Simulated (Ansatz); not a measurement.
## Worked example: self-consistent single point of the (001) slab of Au (cut from a parent of space group no. 225; 4 atoms in the cell) in Ansatz

Level of theory: PBEsol, default PAW files made with PBE (plane waves; Ansatz, a first-principles code).

Input as run:

Ansatz 0.2 input:
```yaml
# Au
crystal:
  lattice:
    - [2.876341, 0.000000, 0.000000]
    - [-2.876341, 2.876341, 0.000000]
    - [0.000000, 0.000000, 20.101599]
  atoms:
    - { symbol: Au, position: [0.000000, 0.000000, 0.449407] }
    - { symbol: Au, position: [0.000000, 0.500000, 0.348231] }
    - { symbol: Au, position: [0.000000, 0.000000, 0.651769] }
    - { symbol: Au, position: [0.000000, 0.500000, 0.550588] }
basis:
  ecutwfc: 420.0
kpoints:
  mp_grid: { grid: [15, 15, 1] }
hamiltonian:
  xc: pbesol
  pseudopotentials: { kind: paw }
scf:
  occupations: { method: fermi_dirac, width: 0.1 }
output:
  forces: true
  eigenvalues: true
  stress: true
```

Output, abridged:

```
WARN the atoms were moved onto the symmetric positions of the space group found under crystal.symmetry.tolerance 1.0e-5 (fractional …
WARN ansatz: RAYON_NUM_THREADS=1 ignored (pool sized by the plan → 1); use --threads N
Pseudopotentials: kind: paw
Pseudopotential: Au, paw, valence charge 19
Crystal: 4 atoms, lattice volume = 166.307 Å³
Basis set: ecut = 420 eV, 3255 PW (Γ), exchange–correlation on 40×60×270 points (8 copies of the dense FFT grid, shifted against one another)
Bands: 46, of which v1, the nominal top of the filled ones, is band 38 counted from 1 (37 counted from 0)
Symmetry: 16 space group operations
Space group: P4/nmm (ITA 129), of the structure as read, at distance tolerance 5.5e-5 Å
k-points: 36 of 225
PAW frozen core: Au, regenerated for the run's functional, and the local potential with it
Initial density: superposition of atomic densities (neutral atoms: chi_scale 0, normalization atom), corrected by the library's trained network
Initial wavefunctions: pseudopotential atomic-orbital guess
Eigensolver: davidson
Functional: x = pbesol(κ = 0.804, μ = 0.12345679012345678), c = pbesol(β = 0.046)
SCF iter   1: F=—  HF=-52027.191475 eV  |F-HF|=—  |Δ(HF+E_count)|=         —  Δρ=5.06e-3  dr2=1.81e-1  ethr=1.77e-3  ⟨swp⟩=7.9  Hψ=7094  notcnv=0  defer=18
all-band conjugate gradients solve this SCF's bands
preconditioner: auto → LDOS
SCF iter   2: F=—  HF=-52027.190262 eV  |F-HF|=—  |Δ(HF+E_count)|=   1.21e-3  Δρ=4.52e-3  dr2=5.35e-2  ethr=2.38e-4  ⟨swp⟩=2.0  Hψ=2957  notcnv=0  defer=57
SCF iter   3: F=—  HF=-52027.179492 eV  |F-HF|=—  |Δ(HF+E_count)|=   1.08e-2  Δρ=1.10e-3  dr2=2.40e-3  ethr=7.04e-5  ⟨swp⟩=2.0  Hψ=2585  notcnv=0  defer=57
SCF iter   4: F=—  HF=-52027.178852 eV  |F-HF|=—  |Δ(HF+E_count)|=   6.40e-4  Δρ=1.83e-4  dr2=7.22e-5  ethr=3.16e-6  ⟨swp⟩=3.6  Hψ=3196  notcnv=0  defer=56
SCF iter   5: F=—  HF=-52027.178758 eV  |F-HF|=—  |Δ(HF+E_count)|=   9.37e-5  Δρ=5.06e-5  dr2=4.52e-6  ethr=9.49e-8  ⟨swp⟩=2.0  Hψ=2458  notcnv=0  defer=55
SCF iter   6: F=—  HF=-52027.178760 eV  |F-HF|=—  |Δ(HF+E_count)|=   1.77e-6  Δρ=2.00e-5  dr2=6.48e-7  ethr=5.94e-9  ⟨swp⟩=3.0  Hψ=3681  notcnv=0  defer=55
SCF iter   7: F=-52027.178760 eV  HF=-52027.178760 eV  |F-HF|=3.13e-8  |Δ(HF+E_count)|=   3.46e-7  Δρ=5.17e-6  dr2=4.86e-8  ethr=1.32e-10  ⟨swp⟩=14.1  Hψ=8039  notcnv=0
SCF 1 converged in 7 iterations: F = -52027.178760 eV  dr2 = 4.86e-8
SCF converged after 7 iterations
Free energy (F): -52027.178760 eV
Harris-Foulkes:  -52027.178760 eV  (|F-HF|=3.13e-8)
Internal energy: -52027.140868 eV  (E = F + TS)
E sigma→0 (E₀):  -52027.159814 eV
Entropy (-TS):   -0.037892 eV (-9.473 meV/atom)
Fermi energy:    5.239678 eV
--- Per-component energies (eV) ---
  E_band       = -1971.386535
  E_kinetic    = 2417.433891
  E_local      = -83916.805204  (includes V_loc(G=0)·N_el)
  E_nonlocal   = 311.424252
  E_hartree    = 40883.790726
  E_xc         = -903.714117
  E_vxc        = -1094.833562  (∫ρ·V_xc dr)
  E_paw        = -38263.818558  (= ΣΔE_a)
  E_vpaw       = -1456.229098  (= ΣTr[D̂ρ^β])
  E_aug_tail   = 0.005743  (compensation charges beyond the density's cutoff)
  E_ewald      = 27443.304482
  E_core_change = 1.237916  (= ΣΔE_core)
  E_smearing   = -0.037892  (= −TS)
  E_closure    = -0.000000  (closes the sum)
  Σ components = -52027.178760   (vs F -52027.178760, Δ=0.00e0)
--- Forces (eV/Å), atoms counted from 1 ---
  atom   1  Au     0.00000000     0.00000000    -0.13239046
  atom   2  Au     0.00000000     0.00000000     0.05902288
  atom   3  Au     0.00000000     0.00000000    -0.05902288
  atom   4  Au     0.00000000     0.00000000     0.13239046
  max |Σ_I F_I| component: 2.78e-17 eV/Å
--- Stress (GPa, compression-positive) ---
       -2.407700       0.000000       0.000000
        0.000000      -2.407700       0.000000
        0.000000       0.000000      -0.087477
  P = ⅓ Tr σ = -1.6343 GPa (-16.343 kbar)
  The stress holds the Pulay correction. Without it, at fixed plane waves, as pw.x and ABINIT print it: P = -1.6526 GPa
--- Band table (eV; the first three rows and the last of 36) ---
  k-point 0: bands = ["-100.1954", "-100.1870", "-99.6768", "-99.6768", "-51.6648", "-51.5650", "-51.5650", "-51.5559", "-51.5205", "-51.5205", "-51.0443", "-51.0443", "-51.0442", "-51.0442", "-51.0367", "-51.0354", "-4.0902", "-2.4903", "-1.4606", [...]
  k-point 1: bands = ["-100.1951", "-100.1869", "-99.6766", "-99.6766", "-51.6637", "-51.5754", "-51.5641", "-51.5511", "-51.5258", "-51.5205", "-51.0494", "-51.0494", "-51.0440", "-51.0439", "-51.0362", "-51.0351", "-3.9901", "-2.4058", "-1.3913", [...]
  k-point 2: bands = ["-100.1943", "-100.1866", "-99.6761", "-99.6761", "-51.6608", "-51.5946", "-51.5614", "-51.5477", "-51.5405", "-51.5207", "-51.0640", "-51.0638", "-51.0429", "-51.0429", "-51.0348", "-51.0342", "-3.7004", "-2.1834", "-1.2374", [...]
  k-point 35: bands = ["-100.1829", "-100.1828", "-99.6685", "-99.6685", "-51.6853", "-51.6852", "-51.6223", "-51.6204", "-51.5844", "-51.5822", "-51.1517", "-51.1517", "-51.1514", "-51.1514", "-51.0210", "-51.0210", "-1.4150", "-1.4048", "-1.1020", [...]
```

The run converged in 7 iterations.

The starting cell has typed, rounded lattice constants, without a prior relaxation at this level. The slab is cut from that crystal, and its faces are unrelaxed. Its lattice was rescaled by up to half a per cent. Spin-orbit coupling is off.
